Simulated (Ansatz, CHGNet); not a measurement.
For SnGe (model structure, started from the NiAs type, P6₃/mmc, No. 194, 4 atoms in the cell), the machine-learned potential CHGNet 0.3.0 (trained on PBE and PBE+U data) gives:

| Quantity | Result |
|---|---|
| lattice parameter a | 3.904 Å |
| lattice parameter c | 7.686 Å |

What does PBE (PAW; Ansatz, a first-principles code) give for the same quantities?


- lattice constant a: 4.016 Å (grows by 2.9 %)
- lattice parameter c: 7.126 Å (drops by 7.3 %)

Changes are worked out from the printed values.

Unless a cell is named, each level is at its own relaxed cell (CHGNet 0.3.0 25.37, PBE 24.88 Å³/atom).

Ansatz's density-functional and Hartree–Fock values are scalar-relativistic unless marked +SOC, with PAW data made under PBE.

A model structure was made by putting elements into a prototype or built by hand; it is no filed structure, need not be a known phase, and can be a saddle point held by its symmetry.
